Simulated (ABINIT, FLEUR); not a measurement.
A FLEUR input for a self-consistent single point of CrFe3 (Pm-3m, 4 atoms in the cell) (DFT, LDA (Perdew-Zunger), all-electron FLAPW (FLEUR), scalar-relativistic valence):

Input of the input generator:

```
CrFe3
&input film=f /
6.5740737287 0.0000000000 0.0000000000
0.0000000000 6.5740737287 0.0000000000
0.0000000000 0.0000000000 6.5740737287
1.0
1.0 1.0 1.0

4
24 0.0000000000 0.0000000000 0.0000000000 : 3.00
26 0.0000000000 0.5000000000 0.5000000000 : 4.00
26 0.5000000000 0.0000000000 0.5000000000 : 4.00
26 0.5000000000 0.5000000000 0.0000000000 : 4.00

&comp jspins=2 /
&exco xctyp='pz' /
&kpt div1=9 div2=9 div3=9 /
&end /
```

```xml
<?xml version="1.0" encoding="UTF-8" standalone="no"?>
<fleurInput fleurInputVersion="0.39">
   <comment>
      CrFe3                                                                                               
   </comment>
   <calculationSetup>
      <cutoffs Kmax="3.6" Gmax="12.6" GmaxXC="12.6" numbands="0"/>
      <scfLoop itmax="80" minDistance="0.00001" maxIterBroyd="99" imix="Anderson" alpha="0.05" precondParam="0.0" spinf="2.0"/>
      <coreElectrons ctail="T" frcor="F" kcrel="0" coretail_lmax="0"/>
      <xcFunctional name="pz" relativisticCorrections="F"/>
      <magnetism jspins="2"/>
      <soc l_soc="F" theta="0.0" phi="0.0" spav="F"/>
      <expertModes spex="0" secvar="F"/>
      <geometryOptimization l_f="T" forcealpha="1.0" forcemix="BFGS" epsdisp="0.00001" epsforce="0.00001"/>
      <ldaU l_linMix="F" mixParam="0.05" spinf="1.0"/>
   </calculationSetup>
   <cell>
      <bzIntegration valenceElectrons="62.0" mode="hist" fermiSmearingEnergy="0.00367493">
         <kPointListSelection listName="default-1"/>
         <!-- k-points included here -->
         <xi:include xmlns:xi="http://www.w3.org/2001/XInclude" href="kpts.xml"> </xi:include>
      </bzIntegration>
      <!-- symmetry operations included here -->
      <xi:include xmlns:xi="http://www.w3.org/2001/XInclude" href="sym.xml"> </xi:include>
      <bulkLattice scale="1.0">
         <bravaisMatrix>
            <row-1>    6.5740737287000002     0.0000000000000000     0.0000000000000000</row-1>
            <row-2>    0.0000000000000000     6.5740737287000002     0.0000000000000000</row-2>
            <row-3>    0.0000000000000000     0.0000000000000000     6.5740737287000002</row-3>
         </bravaisMatrix>
      </bulkLattice>
   </cell>
   <atomSpecies>
      <species name="Chromium (3.000" element="Cr" atomicNumber="24">
         <mtSphere radius="2.17" gridPoints="751" logIncrement="0.016"/>
         <atomicCutoffs lmax="8" lnonsphr="6"/>
         <electronConfig flipSpins="F">
            <coreConfig>(1s1/2) (2s1/2) (2p1/2) (2p3/2)</coreConfig>
            <valenceConfig>(3s1/2) (3p1/2) (3p3/2) (4s1/2) (3d3/2) (3d5/2)</valenceConfig>
            <stateOccupation state="(4s1/2)" spinUp="0.5" spinDown="0.5"/>
            <stateOccupation state="(3d3/2)" spinUp="1.0" spinDown="1.0"/>
            <stateOccupation state="(3d5/2)" spinUp="3.0" spinDown="0.0"/>
         </electronConfig>
         <energyParameters s="4" p="4" d="3" f="4"/>
         <lo type="SCLO" l="0" n="3" eDeriv="0"/>
         <lo type="SCLO" l="1" n="3" eDeriv="0"/>
      </species>
      <species name="Iron (Fe) 4.000" element="Fe" atomicNumber="26">
         <mtSphere radius="2.17" gridPoints="751" logIncrement="0.016"/>
         <atomicCutoffs lmax="8" lnonsphr="6"/>
         <electronConfig flipSpins="F">
            <coreConfig>(1s1/2) (2s1/2) (2p1/2) (2p3/2)</coreConfig>
            <valenceConfig>(3s1/2) (3p1/2) (3p3/2) (4s1/2) (3d3/2) (3d5/2)</valenceConfig>
            <stateOccupation state="(3d3/2)" spinUp="2.0" spinDown="0.4"/>
            <stateOccupation state="(3d5/2)" spinUp="3.0" spinDown="0.6"/>
         </electronConfig>
         <energyParameters s="4" p="4" d="3" f="4"/>
         <lo type="SCLO" l="0" n="3" eDeriv="0"/>
         <lo type="SCLO" l="1" n="3" eDeriv="0"/>
      </species>
   </atomSpecies>
   <atomGroups>
      <atomGroup species="Chromium (3.000">
         <relPos label="                   1">.0000000000 .0000000000 .0000000000</relPos>
         <force calculate="T" relaxXYZ="TTT"/>
      </atomGroup>
      <atomGroup species="Iron (Fe) 4.000">
         <relPos label="                   2">.0000000000 1.000/2.000 1.000/2.000</relPos>
         <relPos label="                   3">1.000/2.000 .0000000000 1.000/2.000</relPos>
         <relPos label="                   4">1.000/2.000 1.000/2.000 .0000000000</relPos>
         <force calculate="T" relaxXYZ="TTT"/>
      </atomGroup>
   </atomGroups>
   <output dos="F" band="F" slice="F">
      <checks vchk="F" cdinf="F"/>
      <bandDOS minEnergy="-.5*Htr" maxEnergy="0.5*Htr" sigma="0.015" storeEVData="T"/>
      <vacuumDOS vacdos="F" integ="F" star="F" nstars="0" locx1="0.0" locy1="0.0" locx2="0.0" locy2="0.0" nstm="0" tworkf="0.0"/>
      <unfoldingBand unfoldBand="F" supercellX="1" supercellY="1" supercellZ="1"/>
      <plotting iplot="0" polar="F">
         <plot TwoD="T" vec1="  1.0  0.0  0.0" vec2="  0.0  1.0  0.0" vec3="  0.0  0.0  1.0" zero="  0.0  0.0  0.0" file="plot"/>
      </plotting>
      <chargeDensitySlicing numkpt="0" minEigenval="0.0" maxEigenval="0.0" nnne="0" pallst="F"/>
      <specialOutput eonly="F"/>
      <magneticCircularDichroism mcd="F" energyLo="-10.0" energyUp="0.0"/>
   </output>
  <!-- We include the file relax.xml here to enable relaxations (see documentation) -->
  <xi:include xmlns:xi="http://www.w3.org/2001/XInclude" href="relax.xml"> <xi:fallback/> </xi:include>
</fleurInput>
```

Task: Write the same calculation as an input for ABINIT.

Result: This is the input that was run; spellings and numerical settings could be chosen otherwise.

```
# CrFe3, PseudoDojo nc-sr-04 LDA standard
pp_dirpath "./"
pseudos "Cr.upf, Fe.upf"
acell 3*1.0
rprim
         6.5740737287    0.0000000000    0.0000000000
         0.0000000000    6.5740737287    0.0000000000
         0.0000000000    0.0000000000    6.5740737287
natom 4
ntypat 2
znucl 24 26
typat 1 2 2 2
xred
         0.0000000000    0.0000000000    0.0000000000
         0.0000000000    0.5000000000    0.5000000000
         0.5000000000    0.0000000000    0.5000000000
         0.5000000000    0.5000000000    0.0000000000
ecut 1279 eV
nsppol 2
spinat
      0 0 3
      0 0 4
      0 0 4
      0 0 4
occopt 3
tsmear 0.1 eV
nband 49
kptopt 1
ngkpt 9 9 9
nshiftk 1
shiftk 0 0 0
nstep 80
tolvrs 1.0e-10
prtwf 0
prtden 0
prtvol 1
enunit 2
```

Basis settings and potentials, where a program has them, do not carry over. This input uses DFT, LDA (PW92), plane waves, norm-conserving pseudopotentials (PseudoDojo nc-sr-04 LDA standard). LDA parametrisations can differ slightly between programs. Both were run: size of the net moment 0.29 μB/atom in FLEUR and 0.45 in ABINIT.

On FLEUR: the starting cell comes from a database of computed structures (which also holds hypothetical and non-ambient phases and stackings), without a prior relaxation at this level. Its lattice was rescaled by a random factor within 2.5 % of one. The moments shrank to a small part of their start, a low-spin state that need not be the lowest. Values depend on the basis (sphere radii, cutoffs, local orbitals), which need not be converged.

On ABINIT: the starting cell comes from a database of computed structures (which also holds hypothetical and non-ambient phases and stackings), without a prior relaxation at this level. Its lattice was rescaled by a random factor within 2.5 % of one. The magnetic order is the one reached from the typed start; others were not searched systematically. With a pressure of about -12 GPa the cell is away from its equilibrium volume at this level.
